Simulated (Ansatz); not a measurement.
The starting structures come from a database of crystals and need not be the phases stable at ambient conditions.

Tunnelling through a barrier is set by its complex band structure: the current falls as exp(−2κd) with the smallest κ.

Consider the following.

```
MoBrTe4
1.0
    6.80382    -0.05320    -0.03498
    1.74925     7.51229     0.12496
    1.55676    -3.39134     6.74568
Te Mo Br
8 2 2
Direct
  0.11886   0.83164   0.66431
  0.88114   0.16836   0.33569
  0.96078   0.24372   0.89009
  0.03922   0.75628   0.10991
  0.46112   0.92655   0.24210
  0.53888   0.07345   0.75790
  0.39090   0.31533   0.14691
  0.60910   0.68467   0.85309
  0.21881   0.00215   0.99978
  0.78119   0.99785   0.00022
  0.25792   0.41440   0.59580
  0.74208   0.58560   0.40420
```

Space group of this cell: P-1. The cell was relaxed by PBE-D3(BJ); by r2SCAN its mean pressure is 1.7 GPa.

Transport runs along the normal of the first two printed cell vectors.

The gap is the functional's own. No spin-orbit coupling. Mid-gap values are interpolated on the energy grid.

Problem. Estimate the band gap and the smallest decay constant κ at mid-gap that r2SCAN (Ansatz, a first-principles code) returns for this system.

Solution. Gap 0.91 eV on a 6×6×6 mesh; κ = 0.120 1/Å, at (0.167, 0.500) of the in-plane reciprocal vectors. At the zone centre, at the nearest computed energy, the slowest state has κ = 0.23 1/Å.
